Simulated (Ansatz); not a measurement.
Start from Ge in the diamond structure (space group Fd-3m, No. 227; a = 5.676 Å). Axes: x, y, z lie along the cube axes.

Level of theory: PBEsol in Ansatz (plane waves to 420 eV, PAW, no SOC).

Strains are applied to the cell and any free atomic positions relax; under biaxial strain the out-of-plane vector relaxes too.

One change was made to it. Results:

```tsv
quantity	base	after
pressure (mean of the normal stresses, compression positive)	0.0 GPa	1.3 GPa
energy relative to the base (free energy F)	0 meV/atom	+4.1 meV/atom
volume per atom	22.86 Å³	22.43 Å³
```

### Question
Which of these changes matches the shifts?
(A) biaxial strain +3.00 %, plane normal [001], relaxed out of plane
(B) biaxial strain +2.50 %, plane normal [001], relaxed out of plane
(C) biaxial strain −1.50 %, plane normal [001], relaxed out of plane
(D) biaxial strain −3.00 %, plane normal [001], relaxed out of plane
(E) biaxial strain +2.00 %, plane normal [001], relaxed out of plane

### Answer
C, biaxial strain −1.50 %, plane normal [001], relaxed out of plane. For comparison, the energy relative to the base in the other runs: biaxial strain +2.00 %, plane normal [001], relaxed out of plane gives +6.7 meV/atom; biaxial strain +2.50 %, plane normal [001], relaxed out of plane gives +10 meV/atom; biaxial strain −3.00 %, plane normal [001], relaxed out of plane gives +17 meV/atom; biaxial strain +3.00 %, plane normal [001], relaxed out of plane gives +15 meV/atom.

No phonon test of stability was made.

Ansatz is an electronic-structure program.
